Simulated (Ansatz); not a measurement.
CdS (P6_3mc), Ansatz (an electronic-structure program) with HSE06, rigid bands. Band gap 2.26 eV, N_c = 1.85e18 cm⁻³ and N_v = 6.01e19 cm⁻³ at 300 K, conductivity masses along z (a = (4.12, 0.00, 0.00) Å; b = (-2.06, 3.57, 0.00) Å; c = (0.00, 0.00, 6.71) Å) of 0.172 mₑ (electrons) and 1.36 mₑ (holes). Take k_BT = 0.02585 eV.

A film of it is 5 nm thick, with its normal along the direction named. Estimate the confinement energies in an infinite well.

ħ²π²/(2m t²) = 0.376 eV·nm²/(m/mₑ × t²) gives 87.4 meV for electrons and 11.1 meV for holes, so the gap would widen to about 2.36 eV. Finite barriers and nonparabolic bands lower this, and with several valleys or bands the heaviest mass along the normal sets the lowest level, not this average.

What thermal injection velocity √(2k_BT/πm) limits a ballistic channel along the direction named?

1.30e7 cm/s for electrons and 4.61e6 cm/s for holes, a ratio of √(m_h/m_e) = 2.81, for dilute carriers.

Find the intrinsic carrier density and the intrinsic Fermi level.

n_i = √(N_c N_v) exp(−E_g/2k_BT) = 1.05e19 × exp(−43.71) = 1.1e0 cm⁻³. The level lies (k_BT/2) ln(N_v/N_c) = 45 meV from mid-gap (positive towards the conduction band). Each 0.1 eV added to the gap lowers n_i by a factor of 6.9.

Rigid bands with the computed gap; masses take one relaxation time for all states. Spin-orbit coupling is left out; where it splits the top of the valence band, N_v and the p-type Seebeck coefficient come out somewhat high without it. Geometry: cell and atoms relaxed with PBEsol.
